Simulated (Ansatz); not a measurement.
O on the 1x1 (0001) surface of hcp Zr, one in a 2x2 cell, energies for each (36.2 Å²). Energies are against ½ O2(g), without zero-point or thermal terms; each row is named by its start.

All values below come from PBE (plane waves to 420 eV, PAW; Ansatz, a program for electronic structure).

Set-up: 17 atoms, 7.6 Å thick at the start under the adsorbate (thin: gaps and levels are the slab's own); mesh 5x5x1; 0.1 eV smearing; dipole correction on; 8 atoms held, the rest relaxed; each run with such symmetry as its start has; spin where the adsorbate may keep a moment, no spin-orbit, no U, no dispersion correction.

A negative adsorption energy means that the adsorbate is more stable on the surface than in its reference. Starts that drift may end in the same place. Heights count from the host atoms within 0.3 Å of the top one.

```json
[
 {"starting site": "top Zr", "E_ads (eV)": "-3.14", "height (Å)": "1.89", "nearest host atom (Å)": "Zr 1.81", "bonded to": "Zr", "Δ work function (eV)": "0.80", "lateral drift (Å)": "0.0", "moment (μB)": "0.0"},
 {"starting site": "hollow Zr-Zr-Zr", "E_ads (eV)": "-5.81", "height (Å)": "1.02", "nearest host atom (Å)": "Zr 2.08", "bonded to": "3 Zr", "Δ work function (eV)": "-0.16", "lateral drift (Å)": "0.0", "moment (μB)": "–"},
 {"starting site": "hollow Zr-Zr-Zr over Zr at depth 2.4 Å", "E_ads (eV)": "-5.53", "height (Å)": "0.99", "nearest host atom (Å)": "Zr 2.10", "bonded to": "3 Zr", "Δ work function (eV)": "-0.16", "lateral drift (Å)": "0.0", "moment (μB)": "–"},
 {"starting site": "bridge Zr-Zr (span 3.2 Å)", "E_ads (eV)": "-5.81", "height (Å)": "1.01", "nearest host atom (Å)": "Zr 2.08", "bonded to": "3 Zr", "Δ work function (eV)": "-0.16", "lateral drift (Å)": "0.9", "moment (μB)": "–"}
]
```
